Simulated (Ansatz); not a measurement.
Band-edge transport in semiconductors and insulators: NaF (Fm-3m) under several functionals (Ansatz, an electronic-structure program, without spin-orbit coupling). The PBE cell:

```cif
data_FNa
_chemical_formula_sum 'Na1 F1'
_space_group_name_H-M_alt 'P 1'
_space_group_IT_number 1
_cell_length_a 3.32416
_cell_length_b 3.32416
_cell_length_c 3.32416
_cell_angle_alpha 60.000
_cell_angle_beta 60.000
_cell_angle_gamma 60.000
loop_
_space_group_symop_operation_xyz
  'x, y, z'
loop_
_atom_site_label
_atom_site_type_symbol
_atom_site_fract_x
_atom_site_fract_y
_atom_site_fract_z
_atom_site_occupancy
Na1 Na 0.00000 0.00000 0.00000 1
F1 F 0.50000 0.50000 0.50000 1
```

| Functional | cell relaxed with | volume (Å³/atom) | band gap | electron conductivity mass | hole conductivity mass | Seebeck coefficient, n-type 1e19 cm⁻³ |
|---|---|---|---|---|---|---|
| PBE | PBE | 12.99 | 6.09 eV | 0.57 mₑ | 7.2 mₑ | -229 μV/K |
| PBEsol | PBEsol | 12.40 | 6.20 eV | 0.57 mₑ | 6.7 mₑ | -227 μV/K |
| r2SCAN | PBEsol | 12.40 | 7.15 eV | 0.58 mₑ | 6.8 mₑ | -229 μV/K |

For the band gap, PBE gives 6.09 eV and r2SCAN 7.15 eV: PBE lies 15 % below.

The PBE and r2SCAN rows stand on cells whose volumes differ by 4.8 %, so the difference holds the effect of the cell as well as that of the functional.

Masses are for dilute carriers at 300 K, harmonic means over directions unless an axis is named. Seebeck coefficients are for the stated density at 300 K, with one relaxation time for all states and whether or not that doping can be reached. Spin-orbit coupling is left out.
